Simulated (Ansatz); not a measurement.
Interstitial H in rock-salt MgO, relaxed from 2 sites or starts (void with 4Mg4O nearest; bound to O, open side); at each charge the lowest end counts.

Computed with PBE, PAW (plane waves to 420 eV; Ansatz, a first-principles code). Cell and caveats: 64-site cell; 2×2×2 shifted k-points; host gap 4.46 eV; charged states image-corrected; not converged in cell size; flagged in the runs: for some of the defects a strain field that reaches the edge of the cell.

| charge | neighbours at the lowest end (Å) | corrected energy + q E_VBM, against the first (eV) |
|---|---|---|
| +1 | O 0.98, Mg 1.96, Mg 1.96, Mg 1.96, O 2.22, O 2.22, O 2.22 | 0.00 |
| 0 | Mg 1.89, Mg 1.89, Mg 1.89, Mg 1.89, O 1.95, O 1.96, O 1.96, O 1.96 (the shell may go on) | 4.14 |
| −1 | Mg 1.79, Mg 1.79, Mg 1.79, Mg 1.79 | 7.13 |

Charges from +1 to −1 were run. The lines E(q) + q E_F give the stable charge, which changes above the valence-band maximum at (+1/−1) at 3.57 eV. A charge is skipped: negative-U behaviour.
